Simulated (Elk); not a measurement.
# Input and output of a self-consistent single point for Si2Ni (Fm-3m, 3 atoms in the cell) (Elk)

Method of the run: Elk with PBE, all-electron FP-LAPW, Elk's shipped species files, APW+lo basis with extra local orbitals.

The input file:

```
tasks
  0

xctype
  20

tforce
  .true.

rgkmax
  7.5

gmaxvr
  18.0

lmaxapw
  10

lmaxo
  8

nxlo
  2

lorbcnd
  .true.

lradstp
  2

nrmtscf
  2.0

rmtscf
  0.9

lmaxi
  4

stype
  0

swidth
  0.00367493

scale
  1.889726125

avec
    0.0000000000    2.6931550000    2.6931550000
    2.6931550000    0.0000000000    2.6931550000
    2.6931550000    2.6931550000    0.0000000000

sppath
  './'

atoms
  2   : nspecies
  'Si.in'   : spfname
  2   : natoms; atposl, bfcmt below
  0.2500000000  0.2500000000  0.2500000000    0.0 0.0 0.0
  0.7500000000  0.7500000000  0.7500000000    0.0 0.0 0.0
  'Ni.in'   : spfname
  1   : natoms; atposl, bfcmt below
  0.0000000000  0.0000000000  0.0000000000    0.0 0.0 0.0

ngridk
  9 9 9
```

Log, with long lists cut:

```
│ Elk code version 10.2.4 │

All units are atomic (Hartree, Bohr, etc.)

│ Ground-state run starting from atomic densities │

Lattice vectors :
   0.000000000       5.089325362       5.089325362
   5.089325362       0.000000000       5.089325362
   5.089325362       5.089325362       0.000000000

Unit cell volume      :    263.6396004
Brillouin zone volume :   0.9408685686

Muffin-tin inner radius fraction :   0.1000000000E-01

Nuclei treated as point charges

Species :    1 (Si)
 parameters loaded from : Si.in
 name : silicon
 nuclear charge    :   -14.00000000
 electronic charge :    14.00000000
 atomic mass :    51196.73454
 muffin-tin radius :    1.980000000
 number of radial points in muffin-tin :    799
 atomic positions (lattice), magnetic fields (Cartesian) :
   1 :   0.25000000  0.25000000  0.25000000    0.00000000  0.00000000  0.00000000
   2 :  -0.25000000 -0.25000000 -0.25000000    0.00000000  0.00000000  0.00000000

Species :    2 (Ni)
 parameters loaded from : Ni.in
 name : nickel
 nuclear charge    :   -28.00000000
 electronic charge :    28.00000000
 atomic mass :    106991.5230
 muffin-tin radius :    2.160000000
 number of radial points in muffin-tin :    999
 atomic positions (lattice), magnetic fields (Cartesian) :
   1 :   0.00000000  0.00000000  0.00000000    0.00000000  0.00000000  0.00000000

Total number of atoms per unit cell :    3

Spin treatment :
 spin-unpolarised

Number of Bravais lattice symmetries :   48
Number of crystal symmetries         :   48
Crystal has inversion symmetry
Real symmetric eigensolver will be used

k-point grid :      9     9     9
k-point offset :    0.000000000       0.000000000       0.000000000
k-point set is reduced with full crystal symmetry group
Total number of k-points :       35

Muffin-tin radius times maximum |G+k| :    7.500000000
 using average radius
Maximum |G+k| for APW functions       :    3.676470588
   [... lines left out ...]
 potential will be trimmed for |G| > 2 gkmax
Constant for pseudocharge density :   10
Radial integration step length :    2

G-vector grid sizes :     42    42    42
Number of G-vectors :    25893

Maximum angular momentum used for
 APW functions                      :   10
 outer part of muffin-tin           :    8
 inner part of muffin-tin           :    4

Total nuclear charge    :   -56.00000000
Total core charge       :    32.00000000
Total valence charge    :    24.00000000
Total excess charge     :    0.000000000
Total electronic charge :    56.00000000

Effective Wigner radius, rₛ :    1.039707881

Number of empty states         :   12
Total number of valence states :   24
Total number of core states    :   32

Conduction state local-orbitals added automatically
Total number of local-orbitals :  308

Exchange-correlation functional :     20     0     0
 Perdew-Burke-Ernzerhof, Phys. Rev. Lett. 77, 3865 (1996)
 gradient requirement :    1
 generalised gradient approximation (GGA)

Smearing type :    0
 Gaussian
Smearing width :   0.3674930000E-02
Effective electronic temperature (K) :    1160.451112

Mixing type :    3
 Broyden mixing, J. Phys. A: Math. Gen. 17, L317 (1984)

Kohn-Sham potential initialised from atomic data
│ Self-consistent loop started │
│ Loop number : 1 │
 total energy                :     -2114.76601265
│ Loop number : 2 │
 total energy                :     -2114.08764779
RMS change in Kohn-Sham potential (target) :   0.4236887746     (  0.1000000000E-05)
Absolute change in total energy (target)   :   0.6783648517     (  0.1000000000E-03)
│ Loop number : 3 │
 total energy                :     -2114.76098564
RMS change in Kohn-Sham potential (target) :   0.4248979458     (  0.1000000000E-05)
Absolute change in total energy (target)   :   0.5037466329     (  0.1000000000E-03)
│ Loop number : 4 │
 total energy                :     -2112.14936748
RMS change in Kohn-Sham potential (target) :   0.3442864891     (  0.1000000000E-05)
Absolute change in total energy (target)   :    2.485681496     (  0.1000000000E-03)
│ Loop number : 5 │
 total energy                :     -2106.08930632
RMS change in Kohn-Sham potential (target) :   0.1577780994     (  0.1000000000E-05)
Absolute change in total energy (target)   :    6.681481543     (  0.1000000000E-03)
   [... lines left out ...]
Absolute change in total energy (target)   :   0.2240557370E-01 (  0.1000000000E-03)
│ Loop number : 13 │
 total energy                :     -2100.97898939
RMS change in Kohn-Sham potential (target) :   0.4578291787E-05 (  0.1000000000E-05)
Absolute change in total energy (target)   :   0.7205167812E-02 (  0.1000000000E-03)
│ Loop number : 14 │
 total energy                :     -2100.97936272
RMS change in Kohn-Sham potential (target) :   0.5756689793E-05 (  0.1000000000E-05)
Absolute change in total energy (target)   :   0.2174617047E-02 (  0.1000000000E-03)
│ Loop number : 15 │
 total energy                :     -2100.97913075
RMS change in Kohn-Sham potential (target) :   0.1780178042E-05 (  0.1000000000E-05)
Absolute change in total energy (target)   :   0.3116852795E-03 (  0.1000000000E-03)
│ Loop number : 16 │
 total energy                :     -2100.97906221
RMS change in Kohn-Sham potential (target) :   0.5946718386E-06 (  0.1000000000E-05)
Absolute change in total energy (target)   :   0.9380157280E-05 (  0.1000000000E-03)
Convergence targets achieved

│ Loop number : 17 │

Energies :
 Fermi                       :     0.386539564258
 sum of eigenvalues          :     -1185.22123729
 electron kinetic            :      2126.89364569
 core electron kinetic       :      1957.42415911
 Coulomb                     :     -4122.35984618
 Coulomb potential           :     -3175.38424172
 nuclear-nuclear             :     -290.222000936
 electron-nuclear            :     -4488.89144876
 Hartree                     :      656.753603524
 Madelung                    :     -2534.66772532
 xc potential                :     -136.730641266
 exchange                    :     -103.039981442
 correlation                 :     -2.47284848535
 total energy                :     -2100.97903041

Density of states at Fermi energy :    26.12406415
 (states/Hartree/unit cell)

Estimated indirect band gap :   0.2209049317E-02
 from k-point     15 to k-point      6
Estimated direct band gap   :   0.1289501507E-01
 at k-point      6

Charges :
 core                        :    32.00000000
 valence                     :    24.00000000
 interstitial                :    5.523010674
 muffin-tins (core leakage)
  species :    1 (Si)
   atom    1                 :    11.69178194     (  0.4063054730E-02)
   atom    2                 :    11.69178194     (  0.4063054730E-02)
  species :    2 (Ni)
   atom    1                 :    27.09342544     (  0.1013985450E-02)
 total in muffin-tins        :    50.47698933
 total calculated charge     :    55.99082075
 total charge                :    56.00000000
 error                       :   0.9179246205E-02

│ Self-consistent loop stopped │

Forces :
 species :    1 (Si)
  atom :    1
   Hellmann-Feynman          :    -0.00000000    0.00000000    0.00000000
   IBS                       :     0.00000000   -0.00000000   -0.00000000
   total force               :     0.00000000   -0.00000000    0.00000000
   total magnitude           :     0.00000000
  atom :    2
   Hellmann-Feynman          :     0.00000000   -0.00000000   -0.00000000
   IBS                       :    -0.00000000    0.00000000    0.00000000
   total force               :    -0.00000000   -0.00000000   -0.00000000
   total magnitude           :     0.00000000
 species :    2 (Ni)
  atom :    1
   Hellmann-Feynman          :    -0.00000000    0.00000000   -0.00000000
   IBS                       :     0.00000000   -0.00000000    0.00000000
   total force               :    -0.00000000    0.00000000   -0.00000000
   total magnitude           :     0.00000000
```

The run converged in 17 iterations. The count includes the last loop, which Elk runs after its targets are met.

The starting cell comes from a database of computed structures (which also holds hypothetical and non-ambient phases and stackings), without a prior relaxation at this level. Spin polarisation is off. Values depend on the basis (sphere radii, cutoffs, local orbitals), which need not be converged. The log's line on a gap gives a spacing of levels on this mesh, which the program prints for metals too.

Cost on one core of a shared machine: roughly 60 s.
